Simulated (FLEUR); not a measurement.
# Equation of state of CsCl-type RuAl (space group 221): energy against volume (FLEUR, PBE)

```
CELL_PARAMETERS angstrom
      2.93683     0.00000     0.00000
      0.00000     2.93683     0.00000
      0.00000     0.00000     2.93683
ATOMIC_POSITIONS crystal
  Al 0.50000 0.50000 0.50000
  Ru 0.00000 0.00000 0.00000
```

Method of the run: PBE, all-electron FLAPW (FLEUR), scalar-relativistic valence (FLEUR). Settings: Kmax = 5.13 1/bohr; GmaxXC = 15.4 1/bohr; xcFunctional = pbe; jspins = 1; l_soc = F; mode = hist; fermiSmearingEnergy = 0.00183747 Htr; mesh (inpgen div1-3) = 19 19 19; inpgen gamma flag = false; Gmax = 15.4 1/bohr; numbands = 0; maxIterBroyd = 15; imix = Anderson; alpha = 0.05; precondParam = 0; minDistance = 1e-05 me/bohr^3. The cell above is the first row's. The rows scale it uniformly. In all rows fractional positions and the k mesh are held. E is the free energy at the stated smearing, counted from the lowest row.

| V (Å^3/atom) | E (meV/atom) |
|---|---|
| 12.665 | 44.77 |
| 12.940 | 21.06 |
| 13.216 | 6.45 |
| 13.491 | 0.00 |
| 13.766 | 0.85 |
| 14.042 | 8.25 |
| 14.317 | 21.52 |
| 14.592 | 40.04 |
| 14.868 | ? |

Taking the third-order Birch-Murnaghan form, a cubic in V^(-2/3) for E over the 8 complete rows: With u = V^(-2/3) - 0.175, the rows have u = 0.009047, 0.006431, 0.003896, 0.001456, -0.000902, -0.003190, -0.005398, -0.007535. Least squares gives E = -0.299 - 705.36·u + 622109·u² + 706379·u³. Residuals (row less fit): 0.009, -0.022, 0.012, 0.005, 0.007, -0.009, -0.005, 0.005; standard error 0.015 (degrees of freedom: 4). Its minimum lies at u = 0.000566, so V0 = (0.175566)^(-3/2) = 13.59. There d²E/du² = 1247000 and d³E/du³ = 4238000, so B0 = (4/9) × 13.59^(-7/3) × 1247000 × 0.160218 = 201 GPa (the last factor turns the table's units into GPa), and B0' = 4 + (2/3) × 0.175566 × (4238000)/1247000 = 4.4.

Task: What does the fit predict for E at V = 14.868, and how far is the calculated value from it?

Result: u = -0.009614, so E = -0.299 - 705.36 × (-0.009614) + 622109 × (-0.009614)² + 706379 × (-0.009614)³ = 63.356 meV/atom. The calculation gives 63.27 meV/atom, 0.086 meV/atom below the prediction (0.1 % of the range of E in the table). The row lies outside the fitted rows, so this is an extrapolation. From the scatter of the fitted rows alone, a prediction at this place has a standard error of 0.037 meV/atom, so the miss is 2.4 times that.

Carrying the step between the two nearest rows on in a straight line would have given 58.63, off by 4.64; series whose last step already gives the withheld value aren't shown. The scan was laid around a cell of about the measured size, scaled by a guess for this functional. The runs keep the symmetry of the cell, so they don't test it for distortions. Spin polarisation is off. Values depend on the basis (sphere radii, cutoffs, local orbitals), which need not be converged. Cutoffs and mesh are single choices, not tested for convergence of this quantity. Series with a scatter that would blur these digits, or in which a gap closes, are not shown. Nor are scans whose minimum lies at an end fitted in this form.
